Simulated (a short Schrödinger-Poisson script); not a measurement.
System: symmetric double-gate stack, SiO2 on p-type Si(100), at 300 K.

| layer | material | thickness (nm) | Na (cm⁻³) |
|---|---|---|---|
| 1 | SiO2 | 3.9 | - |
| 2 | Si | 4 | 2e18 |
| 3 | SiO2 | 3.9 | - |

Constants are typed, rounded textbook-type inputs, not results; the design itself was drawn at random and stands for no fabricated device. SiO2: permittivity 3.9, conduction-band edge (eV) 3.15, gap (eV) 9, electron mass (mₑ) 0.5. Si: permittivity 11.7, conduction-band edge (eV) 0, gap (eV) 1.124, Nv at 300 K (cm⁻³) 3.1e19.

Channel valleys (confinement mass, in-plane density-of-states mass, number): Δ2 0.916, 0.19, 2; Δ4 0.19, 0.417, 4. At the gates, both at one voltage, the conduction-band edge of layer 1 lies 3.71 eV − eVg above the Fermi level of the channel. Gaps are held at their typed values at every temperature. Mesh 0.03 nm at interfaces.

From a short Schrödinger-Poisson script (our own, NumPy): 1D Poisson equation in equilibrium, electrons classical, Fermi-Dirac, parabolic valleys, classical holes, full ionisation, no traps, pinning or gate leakage.

The same stack at other levels of the model or other numerical settings:

```csv
run,sheet density of all electrons at Vg = 2.7 V (cm⁻²),sheet density of all electrons at Vg = 0.9 V (cm⁻²),capacitance of both gates at Vg = 2.7 V (μF/cm²),rough cost against the base
base,2.16e13,3.10e12,1.68,about 1
"electrons treated as classical, Boltzmann",2.21e13,3.13e12,1.73,0.3
"electrons treated as quantum, Hartree",2.00e13,2.49e12,1.61,5
mesh six times as coarse,2.15e13,3.07e12,1.67,0.5
```

The classical rows ignore confinement, and Boltzmann statistics overrate the density once the band edge passes the Fermi level.
